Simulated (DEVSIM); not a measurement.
Device: abrupt GaP n-p junction, at 350 K.

```tsv
layer (left to right)	material	thickness (μm)	Nd (cm⁻³)	Na (cm⁻³)	τn (s)	τp (s)
1	GaP	0.920	3.1e17	-	2.4e-7	2.4e-7
2	GaP	26.0	-	2.1e14	2.4e-7	2.4e-7
```

Left contact: ohmic. Right contact: ohmic. Voltage is applied to the left contact. Recombination: SRH at mid-gap. Mobility is μmin + (μ − μmin)/(1 + (N/Nref)^α).

Constants are typed, rounded textbook-type inputs, not results; the design itself was drawn at random and stands for no fabricated device. Values at 300 K; Nc and Nv go as T^1.5, mobilities as T to minus their exponent, the gap by Varshni's rule with the affinity fixed. The table also holds parameters that only a changed run uses.

| parameter | GaP |
|---|---|
| gap (eV) | 2.26 |
| affinity (eV) | 3.8 |
| permittivity | 11.1 |
| Nc (cm⁻³) | 1.8e19 |
| Nv (cm⁻³) | 1.9e19 |
| μn (cm²/Vs) | 250 |
| μp (cm²/Vs) | 150 |
| μn,min | 10 |
| μp,min | 10 |
| Nref,n | 4.4e18 |
| Nref,p | 1e18 |
| αn | 0.8 |
| αp | 0.85 |
| T exponent of μn | 1.6 |
| T exponent of μp | 1.98 |
| Cn (cm⁶/s) | 1e-30 |
| Cp (cm⁶/s) | 1e-30 |
| Varshni α (eV/K) | 0.00058 |
| Varshni β (K) | 372 |

Simulated with DEVSIM: 1D drift-diffusion, Boltzmann statistics, complete ionisation; no tunnelling, impact ionisation, image-force lowering or self-heating.

Base results: largest field in the device at zero bias (V/cm) 35000; dark forward voltage at 1 A/cm² (V) 1.718; potential step across the device at zero bias (V) 1.759.

Q: What follows from this one change: doping Nd of layer 1 3.1e+17 → 9.3e+15 cm^-3?

A: largest field in the device at zero bias 35000 → 11000 V/cm; dark forward voltage at 1 A/cm² 1.718 → 1.747 V; potential step across the device at zero bias 1.759 → 1.653 V.

Q: What follows from this one change: doping Na of layer 2 2.1e+14 → 6.3e+15 cm^-3?

A: largest field in the device at zero bias 35000 → 63000 V/cm; dark forward voltage at 1 A/cm² 1.718 → 1.707 V; potential step across the device at zero bias 1.759 → 1.861 V.
